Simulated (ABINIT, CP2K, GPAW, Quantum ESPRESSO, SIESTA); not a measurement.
# Code comparison for Ba (Im-3m, 1 atom in the cell)

Self-consistent single point.

```yaml
crystal:
  lattice:
    - [4.34397, 0.00000, 0.00000]
    - [-1.44799, 4.09553, 0.00000]
    - [-1.44799, -2.04777, 3.54684]
  atoms:
    - { symbol: Ba, position: [0.00000, 0.00000, 0.00000] }
```

All programs got the same cell, k-point mesh and kind of occupations (in CP2K's words: SMEAR/METHOD = GAUSSIAN; SIGMA = 0.1 eV); potentials, basis and cutoffs are each program's usual ones.

| code | model | pressure (GPa) | k-points | cutoff |
|---|---|---|---|---|
| CP2K | PBE, GPW, DZVP-MOLOPT-SR-GTH basis, GTH-PBE potentials (GTH_POTENTIALS) | 1.25 | 260 | grid 500 Ry |
| SIESTA | GGA PBE, numerical atomic orbitals DZP, PseudoDojo PBE standard norm-conserving potentials (rewritten from UPF to PSML) | 5.89 | 296 | grid 400 Ry |
| GPAW | PBE, GPAW PAW datasets PBE (gpaw-data 1.0.1) | 0.01 | 29 | 600 eV |
| ABINIT | PBE, norm-conserving pseudopotentials (PseudoDojo nc-sr-05 PBE standard) | -0.04 | 29 | 56 Ry |
| Quantum ESPRESSO | PBE, PSlibrary PAW (PBE) pseudopotentials | -0.01 | 29 | 45 Ry |

The spread over the programs that give each value: pressure within 5.93 GPa.

The starting cell has typed, rounded lattice constants, without a prior relaxation at this level. Its lattice was rescaled by a random factor within 2.5 % of one. On CP2K's run: Values carry the incompleteness of an atom-centred basis.

Problem. Why do the programs differ, and what cannot be compared?

Solution. Differences of this kind can come from the potentials, where these differ, and from what each basis and cutoff leave unconverged. The zero of total energies and Fermi levels follows the potentials and each program's conventions, so they are not compared here. CP2K and SIESTA use small atom-centred bases, whose incompleteness enters pressures, forces and empty levels differently from a plane-wave cutoff. The programs reduce the same mesh by symmetry to different extents, which changes the work and not the result. In the pressure, CP2K (by 1.26) and SIESTA (by 5.90) lie more than 1 GPa from the median of the plane-wave programs.

Left out of this page: Elk and FLEUR (not drawn, or without a comparable value).
